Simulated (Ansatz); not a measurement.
Take BaTiHO2 (space group P4/mmm, No. 123; ferromagnetic; a hypothetical phase, not in the database extracts checked) as the base.

```
CELL_PARAMETERS angstrom
      3.99405     0.00000     0.00000
      0.00000     3.99405     0.00000
      0.00000     0.00000     3.91378
ATOMIC_POSITIONS crystal
  Ba 0.50000 0.50000 0.50000
  Ti 0.00000 0.00000 0.00000
  O  0.50000 0.00000 0.00000
  O  0.00000 0.50000 0.00000
  H  0.00000 0.00000 0.50000
```

Cartesian axes are those of the cell as printed.

All numbers come from plane-wave PAW DFT at the PBEsol level (Ansatz, a program for electronic structure, 420 eV), without spin-orbit coupling.

Before the change:

| Item | Value |
|---|---|
| Volume per atom | 12.49 Å³ |
| Pressure | 0.0 GPa |

Now apply this change: compressive biaxial strain of 2.63 % in the plane normal to [001], as in epitaxy on a mismatched substrate; the out-of-plane cell vector and the atoms relax.

Problem. Estimate the effect on the volume per atom and pressure.

Solution. The volume per atom decreases by 0.44 Å³ (12.49 Å³ → 12.05 Å³); the pressure (mean of the normal stresses, compression positive) goes from zero to 7.2 GPa.

The magnetic state is the one reached from the starting moments; the real material's order can differ, and small cells can't hold many antiferromagnetic ones. Without a gap, meshes like the base's 12×12×12 leave anisotropic stresses uncertain by several tenths of a GPa, and small strain energies with them. Stability against distortions was not tested. No Hubbard U is applied, and correlation can decide whether such a compound is a metal.
